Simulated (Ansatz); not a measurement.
Consider Tl in the hcp (Mg type) structure (space group P6_3/mmc, No. 194; a = 3.476 Å, c = 5.472 Å; relaxed with 0.1 eV smearing). Axes: x lies along a and z along c of the hexagonal cell.

The values are results of DFT with PBEsol, PAW potentials and a 420 eV plane-wave cutoff in Ansatz (a quantum-chemistry and plane-wave program), no spin-orbit coupling, not measurements.

Strains are applied to the cell and any free atomic positions relax; under biaxial strain the out-of-plane vector relaxes too.

One change was made to it. Results:

```json
[
 {"quantity": "shortest interatomic distance", "base": "3.393 Å", "after": "3.372 Å"},
 {"quantity": "pressure (mean of the normal stresses, compression positive)", "base": "0.0 GPa", "after": "1.0 GPa"}
]
```

Q: Which of these changes matches the shifts?
(A) biaxial strain −3.00 %, plane normal [001], relaxed out of plane
(B) biaxial strain −2.50 %, plane normal [001], relaxed out of plane
(C) biaxial strain +0.50 %, plane normal [001], relaxed out of plane
(D) biaxial strain +1.50 %, plane normal [001], relaxed out of plane

A: A, biaxial strain −3.00 %, plane normal [001], relaxed out of plane. For comparison, the shortest interatomic distance in the other runs: biaxial strain +0.50 %, plane normal [001], relaxed out of plane gives 3.388 Å; biaxial strain −2.50 %, plane normal [001], relaxed out of plane gives 3.389 Å; biaxial strain +1.50 %, plane normal [001], relaxed out of plane gives 3.382 Å.

Whether these cells are dynamically stable was not tested.
